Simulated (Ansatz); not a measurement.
GaP (zinc blende start, 64-atom cell) (held in this type by symmetry, stable or not), space group F-43m.

```
CELL_PARAMETERS angstrom
     11.01405     0.00000     0.00000
      0.00000    11.01405     0.00000
      0.00000     0.00000    11.01405
ATOMIC_POSITIONS crystal
  Ga 0.50000 0.00000 0.00000
  Ga 0.75000 0.25000 0.00000
  Ga 0.75000 0.00000 0.25000
  Ga 0.00000 0.00000 0.00000
  Ga 0.25000 0.25000 0.00000
  Ga 0.50000 0.50000 0.00000
  Ga 0.75000 0.75000 0.00000
  Ga 0.25000 0.00000 0.25000
  Ga 0.50000 0.25000 0.25000
  Ga 0.75000 0.50000 0.25000
  Ga 0.50000 0.00000 0.50000
  Ga 0.75000 0.25000 0.50000
  Ga 0.75000 0.00000 0.75000
  Ga 0.00000 0.50000 0.00000
  Ga 0.25000 0.75000 0.00000
  Ga 0.00000 0.25000 0.25000
  Ga 0.25000 0.50000 0.25000
  Ga 0.50000 0.75000 0.25000
  Ga 0.00000 0.00000 0.50000
  Ga 0.25000 0.25000 0.50000
  Ga 0.50000 0.50000 0.50000
  Ga 0.75000 0.75000 0.50000
  Ga 0.25000 0.00000 0.75000
  Ga 0.50000 0.25000 0.75000
  Ga 0.75000 0.50000 0.75000
  Ga 0.00000 0.75000 0.25000
  Ga 0.00000 0.50000 0.50000
  Ga 0.25000 0.75000 0.50000
  Ga 0.00000 0.25000 0.75000
  Ga 0.25000 0.50000 0.75000
  Ga 0.50000 0.75000 0.75000
  Ga 0.00000 0.75000 0.75000
  P  0.62500 0.12500 0.12500
  P  0.87500 0.37500 0.12500
  P  0.87500 0.12500 0.37500
  P  0.12500 0.12500 0.12500
  P  0.37500 0.37500 0.12500
  P  0.62500 0.62500 0.12500
  P  0.87500 0.87500 0.12500
  P  0.37500 0.12500 0.37500
  P  0.62500 0.37500 0.37500
  P  0.87500 0.62500 0.37500
  P  0.62500 0.12500 0.62500
  P  0.87500 0.37500 0.62500
  P  0.87500 0.12500 0.87500
  P  0.12500 0.62500 0.12500
  P  0.37500 0.87500 0.12500
  P  0.12500 0.37500 0.37500
  P  0.37500 0.62500 0.37500
  P  0.62500 0.87500 0.37500
  P  0.12500 0.12500 0.62500
  P  0.37500 0.37500 0.62500
  P  0.62500 0.62500 0.62500
  P  0.87500 0.87500 0.62500
  P  0.37500 0.12500 0.87500
  P  0.62500 0.37500 0.87500
  P  0.87500 0.62500 0.87500
  P  0.12500 0.87500 0.37500
  P  0.12500 0.62500 0.62500
  P  0.37500 0.87500 0.62500
  P  0.12500 0.37500 0.87500
  P  0.37500 0.62500 0.87500
  P  0.62500 0.87500 0.87500
  P  0.12500 0.87500 0.87500
```

Calculation: PBE (plane waves to 420 eV, PAW; Ansatz, an electronic-structure program). Spin–orbit coupling is left out; PBE gaps are too small against experiment. Its k-point mesh 2×2×2 shifted by 0.5, 0.5, 0.5, Fermi–Dirac width 0.01 eV.

**Question.** List the levels next to the gap at Γ of this cell's own (folded) zone, from the top of the valence band (the table ends after a fixed count of bands, which can cut a degenerate set).

**Answer.** 
```csv
band,E − E_v (eV)
v4,-1.073
v3,0.000
v2,0.000
v1,0.000
c1,1.574
c2,1.581
c3,1.581
c4,1.581
```
